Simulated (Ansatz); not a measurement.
Levels about the gap of amorphous In₄₄W₂O₇₂ (118 atoms in a cell of 1618 Å³, 6.74 g/cm³; zone centre alone, so wide bands show as single levels with stretches between that a denser mesh fills), at the geometry that PBE relaxed, where it gives 0.1 GPa on a denser mesh. The participation number counts the atoms over which a state spreads; weights are charges in smoothed Voronoi cells. The levels come from a single point, so bond lengths are those of that geometry. Method of the levels: r2SCAN, scalar-relativistic without spin-orbit coupling (Ansatz, a quantum-chemistry and plane-wave program). Sampling: the zone centre alone; Fermi-Dirac width 0.01 eV; collinear spin, started from moments on atoms (the moments died out). At PBE the levels at the filled edge of the gap are localised (band-tail or defect states), and the nearest spread-out levels lie 0.8 eV apart at the zone centre.

The cell was made by melting and quenching with the CHGNet potential and then relaxed with DFT. O atoms were pushed apart under 1.9 Å during the dynamics, to hinder bonds among them. The hot cell started wider than the set density and was brought back towards it in steps. It is the lowest in DFT energy of 4 quenches. It is a model cell: composition and starting density were chosen by hand, and all elements were melted together. No dispersion term was used. Its density started from a set value of 6.79 and ended at 6.74 g/cm³. The simulated quench (nominally 84 K/ps over its main leg) is rapid and tends to freeze in more defects than a deposited or slowly cooled glass has. One small periodic cell is one sample of the glass; other quenches scatter about these values. Volume and shape were free in the relaxation.

| E - E(highest filled), eV | filling | spin | participation number | largest on | weight O | weight In | weight W |
|---|---|---|---|---|---|---|---|
| -0.18 | filled | dn | 14.5 | O, 4 neighbours | 0.95 | 0.05 | 0.00 |
| -0.14 | filled | up | 6.6 | O, 3 neighbours | 0.95 | 0.04 | 0.00 |
| -0.14 | filled | dn | 6.6 | O, 3 neighbours | 0.95 | 0.04 | 0.00 |
| -0.14 | filled | up | 8.4 | O, 3 neighbours | 0.95 | 0.05 | 0.00 |
| -0.14 | filled | dn | 8.4 | O, 3 neighbours | 0.95 | 0.05 | 0.00 |
| 0.00 | filled | up | 6.2 | O, 3 neighbours | 0.95 | 0.04 | 0.00 |
| 0.00 | filled | dn | 6.2 | O, 3 neighbours | 0.95 | 0.04 | 0.00 |
| 0.93 | empty | dn | 108.9 | In, 6 neighbours | 0.53 | 0.47 | 0.00 |
| 0.93 | empty | up | 108.9 | In, 6 neighbours | 0.53 | 0.47 | 0.00 |
| 3.02 | empty | up | 26.4 | W, 6 neighbours | 0.50 | 0.26 | 0.24 |
| 3.02 | empty | dn | 26.4 | W, 6 neighbours | 0.50 | 0.26 | 0.24 |
| 3.05 | empty | up | 9.3 | W, 6 neighbours | 0.47 | 0.20 | 0.33 |
| 3.05 | empty | dn | 9.3 | W, 6 neighbours | 0.47 | 0.20 | 0.33 |
| 3.19 | empty | up | 35.8 | W, 6 neighbours | 0.55 | 0.31 | 0.14 |

Most localised among these is the filled level at +0.00 eV, on a O atom, which has 3 neighbours (In 2.10 Å, In 2.10 Å, In 2.11 Å).
